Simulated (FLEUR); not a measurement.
Input and output of a self-consistent single point for MnCo (Pm-3m, 2 atoms in the cell) (FLEUR).

Method: PBEsol, all-electron FLAPW (FLEUR), scalar-relativistic valence.

The change in words: lattice scaled by 0.98. Reference geometry:
```
CELL_PARAMETERS angstrom
      2.85360     0.00000     0.00000
      0.00000     2.85360     0.00000
      0.00000     0.00000     2.85360
ATOMIC_POSITIONS crystal
  Mn 0.00000 0.00000 0.00000
  Co 0.50000 0.50000 0.50000
```
Moments meant for the start (each program seeds them in its own way; μB, in the order of the atoms Mn Co): 4.0 3.0.

Reference input (self-consistent single point, DFT, PBEsol, all-electron FLAPW (FLEUR), scalar-relativistic valence): Kmax = 4.5 1/bohr; GmaxXC = 22.5 1/bohr; xcFunctional = PBEs; jspins = 2; l_soc = F; mode = gauss; fermiSmearingEnergy = 0.00999582 Htr; mesh (inpgen div1-3) = 12 12 12; inpgen gamma flag = true; Gmax = 22.5 1/bohr; numbands = 0; maxIterBroyd = 15. This run's input differs from it in these lines:

```diff
@@ -3,5 +3,5 @@
 &input film=f /
-5.3925224692 0.0000000000 0.0000000000
-0.0000000000 5.3925224692 0.0000000000
-0.0000000000 0.0000000000 5.3925224692
+5.2846720198 0.0000000000 0.0000000000
+0.0000000000 5.2846720198 0.0000000000
+0.0000000000 0.0000000000 5.2846720198
 1.0
@@ -44,5 +44,5 @@
          <bravaisMatrix>
-            <row-1>    5.3925224692000002     0.0000000000000000     0.0000000000000000</row-1>
-            <row-2>    0.0000000000000000     5.3925224692000002     0.0000000000000000</row-2>
-            <row-3>    0.0000000000000000     0.0000000000000000     5.3925224692000002</row-3>
+            <row-1>    5.2846720198000003     0.0000000000000000     0.0000000000000000</row-1>
+            <row-2>    0.0000000000000000     5.2846720198000003     0.0000000000000000</row-2>
+            <row-3>    0.0000000000000000     0.0000000000000000     5.2846720198000003</row-3>
          </bravaisMatrix>
```

The program printed (abridged):

```
 Iteration:     1   Distance:      42.58748299 me/bohr^3
 Iteration:     2   Distance:      36.18805725 me/bohr^3
 Iteration:     3   Distance:      29.64798290 me/bohr^3
 Iteration:     4   Distance:      18.94444063 me/bohr^3
 Iteration:     5   Distance:       6.47424748 me/bohr^3
   [... 17 lines left out ...]
 Iteration:    23   Distance:       0.00028505 me/bohr^3
 Iteration:    24   Distance:       0.00009510 me/bohr^3
 Iteration:    25   Distance:       0.00007711 me/bohr^3
 Iteration:    26   Distance:       0.00000923 me/bohr^3
 Run finished successfully
 Stop message:
   Structural relaxation: Done

[file out, last iteration]
             iter=     27
[...]
          total density-effective poten   -4.0520325018E+03
          total charge density-energy d   -1.0969525724E+02
 Updated energy parameters for spin:           1
 Updated energy parameters for spin:           2
[...]
 fermi energy and band-weighting factors:
    1.241996

[...]
FERMIE:
          first approx. to ef    (T=0)  :   0.451890 htr   (energy of the highest occ. eigenvalue)
          number of occ. states  (T=0)  :       2684
          first approx. to seigv (T=0)  : -23.050896 htr
          sum of weights of occ. states :  32.002315
          sum of semicore charge        :   0.000000 e
          fermi energy=   0.45345 har   work function= -12.33902 ev
   [... lines left out ...]
     k-point=   32
     k-point=   33
     k-point=   34
     k-point=   35
     k-point=   36
     k-point=   37
     k-point=   38
     k-point=   39
     k-point=   40
     k-point=   41
     k-point=   42
     k-point=   43
     k-point=   44
     k-point=   45
     k-point=   46
     k-point=   47
     k-point=   48
     k-point=   49
     k-point=   50
     k-point=   51
     k-point=   52
     k-point=   53
     k-point=   54
```

The run converged in 26 iterations. FLEUR gives forces in its relaxation mode, with a further iteration, so its stop message speaks of a relaxation. Against the reference run the total energy goes down by 14.3 meV/atom and the size of the net moment hardly changes (2.01 to 1.98 μB/atom).

The starting cell comes from a database of computed structures (which also holds hypothetical and non-ambient phases and stackings), without a prior relaxation at this level. For this run, on top of that: lattice scaled by 0.98. The magnetic order is the one reached from the typed start; others were not searched systematically. Values depend on the basis (sphere radii, cutoffs, local orbitals), which need not be converged.

Cost on one core of a shared machine: roughly 5 min.
